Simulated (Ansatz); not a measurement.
Take GaN in the zinc blende structure (space group F-43m, No. 216; a = 4.498 Å) as the base. Axes: x, y, z lie along the cube axes.

Method: DFT with r2SCAN, PAW potentials and a 500 eV plane-wave cutoff in Ansatz (a program for electronic structure), no spin-orbit coupling.

Modification: an isotropic linear strain of +2.50 %; the atoms relax in the strained cell.

Predict the stress tensor and what it implies for the stiffness.

Stress of the strained cell less that of the base (GPa, compression positive):
```
 -12.39    0.00    0.00
   0.00  -12.39    0.00
   0.00    0.00  -12.39
```

Then B = −ΔP/(ΔV/V₀) with ΔV/V₀ = 0.0769 gives secant stiffness values (nonlinear terms included at this strain): B ≈ 161 GPa.

As a check, the harmonic strain energy −½ V₀ Δσ:ε is 33 meV/atom; the computed energy rise is 36 meV/atom.

Stability against distortions was not tested. This is not the structure that GaN has at room temperature and ambient pressure.
